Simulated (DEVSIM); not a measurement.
Structure: Mo/SiO2/n-Si capacitor, at 300 K.

```
layer (left to right)  material  thickness (nm)  Nd (cm⁻³)
---------------------  --------  --------------  ---------
1                          SiO2            17.0          -
2                            Si            1000     3.3e17
```

Metal gate on the left, work function 4.6 eV. Fixed charge at the semiconductor interface 1.7e11 cm⁻² (in units of +e); interface traps 3.4e10 cm⁻² eV⁻¹, uniform in energy, neutral level at 0.5 of the gap above the valence band.

Constants are typed, rounded textbook-type inputs, not results; the design itself was drawn at random and stands for no fabricated device. Values at 300 K.

```tsv
parameter	SiO2	Si
gap (eV)	9	1.124
affinity (eV)	0.9	4.05
permittivity	3.9	11.7
Nc (cm⁻³)	-	2.86e19
Nv (cm⁻³)	-	3.1e19
```

Simulated with DEVSIM: 1D Poisson equation in equilibrium, Boltzmann statistics, complete ionisation; no quantum confinement or tunnelling. Metal contacts follow the ideal Schottky-Mott rule: no Fermi-level pinning, no interface dipoles.

The interface trap density was swept, all else fixed.

```tsv
interface trap density (cm^-2 eV^-1)	minimum of the low-frequency capacitance (μF/cm²)	flat-band voltage (V)
0	0.100	0.30
1e10	0.101	0.30
3.4e10	0.102	0.31
1e11	0.104	0.34
3e11	0.110	0.41
1e12	0.129	0.65
2e12	0.146	1.01
```

From the first row to the last the minimum of the low-frequency capacitance goes from 0.100 to 0.146. From the first row to the last the flat-band voltage goes from 0.30 to 1.01.
